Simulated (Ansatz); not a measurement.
# A computed series for Mo: element substitutions

Consider Mo in the bcc (W type) structure (space group Im-3m, No. 229; a = 3.1296 Å).

Each row replaces one element on all its sites; cell and atoms are relaxed.

Level of theory: PBEsol (Ansatz, a quantum-chemistry and plane-wave program; PAW; 420 eV plane waves; no spin-orbit coupling).

| change | shortest interatomic distance | density |
|---|---|---|
| base | 2.710 Å | 10.40 g/cm³ |
| Mo → Re | ? | ? |
| Mo → Ge | ? | ? |
| Mo → W | 2.732 Å | 19.45 g/cm³ |

Task: Complete the table.

Result: 
- Mo → Re, shortest interatomic distance: 2.672 Å
- Mo → Re, density: 21.06 g/cm³
- Mo → Ge, shortest interatomic distance: 2.870 Å
- Mo → Ge, density: 6.63 g/cm³

Stability against distortions was not tested. For Re and Ge in this form, whether it has been made was not checked. All final runs are without spin polarisation. This is not the structure that Re has at room temperature and ambient pressure. This is not the structure that Ge has at room temperature and ambient pressure.
